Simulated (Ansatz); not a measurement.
The starting structures come from a database of crystals and need not be the phases stable at ambient conditions.

Inside the gap of an insulator the Bloch states are evanescent, with a wavenumber k + iκ along the transport direction.

Consider the following.

```xyz
20
Lattice="6.4685 0.0000 0.0000 1.4451 7.1522 0.0000 0.1901 -0.7961 6.7277" Properties=species:S:1:pos:R:3 pbc="T T T"
K      1.6012     0.1339     0.6149
K      6.5024     6.2221     6.1128
K      2.9729     3.2938     1.3402
K      5.1308     3.0623     5.3875
K      3.1885     5.8059     3.5199
K      4.9151     0.5502     3.2078
Ge     1.9572     1.6094     4.7249
Ge     6.1465     4.7466     2.0028
H      1.8111     3.7612     5.9910
H      6.2925     2.5949     0.7367
H      1.2453     3.9819     4.4706
H      6.8583     2.3742     2.2571
N      2.0081     3.5351     5.0000
N      6.0956     2.8209     1.7277
O      3.3092     1.0204     5.7199
O      4.7944     5.3357     1.0078
O      1.2132     5.4918     1.4774
O      6.8904     0.8642     5.2503
O      2.2242     1.3542     2.9958
O      5.8794     5.0019     3.7319
```

Space group of this cell: P-1. The cell is taken as given; by r2SCAN its mean pressure is -2.8 GPa.

Transport runs along the normal of the first two printed cell vectors.

The gap is the functional's own. No spin-orbit coupling. Mid-gap values are interpolated on the energy grid.

**Question.** Predict the band gap and the smallest decay constant κ at mid-gap from r2SCAN (Ansatz, a quantum-chemistry and plane-wave program).

**Answer.** Gap 3.70 eV on a 6×4×6 mesh; κ = 0.376 1/Å, at the zone centre.
